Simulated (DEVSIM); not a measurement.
Device: Schottky contact on n-type GaN, at 300 K.

Layer 1 from the left is GaN, thickness (μm) 9.60, Nd (cm⁻³) 8.9e16, τn (s) 2.6e-9, τp (s) 2.6e-9.

Left contact: Schottky, work function 5.3 eV, emission velocity 3.9e6 cm/s. Right contact: ohmic. Voltage is applied to the left contact. Recombination: SRH at mid-gap, radiative, Auger. Mobility is μmin + (μ − μmin)/(1 + (N/Nref)^α).

The device is made up for the run: typed textbook-type constants, with dimensions and the other settings drawn at random. Values at 300 K.

GaN: gap (eV) 3.43, affinity (eV) 4.1, permittivity 9.5, Nc (cm⁻³) 2.3e18, Nv (cm⁻³) 4.6e19, μn (cm²/Vs) 1200, μp (cm²/Vs) 100, μn,min 55, μp,min 3, Nref,n 2e17, Nref,p 3e17, αn 1, αp 2, B (cm³/s) 1e-11, Cn (cm⁶/s) 1e-30, Cp (cm⁶/s) 1e-30.

Simulated with DEVSIM: 1D drift-diffusion, Boltzmann statistics, complete ionisation; no tunnelling, impact ionisation, image-force lowering or self-heating. Metal contacts follow the ideal Schottky-Mott rule: no Fermi-level pinning, no interface dipoles.

Task: What does the simulation give for the dark forward voltage at 100 A/cm², the potential step across the device at zero bias, the dark forward voltage at 1 A/cm², the largest field in the device at zero bias?

Result: dark forward voltage at 100 A/cm² 0.964 V; potential step across the device at zero bias 1.116 V; dark forward voltage at 1 A/cm² 0.835 V; largest field in the device at zero bias 190000 V/cm.
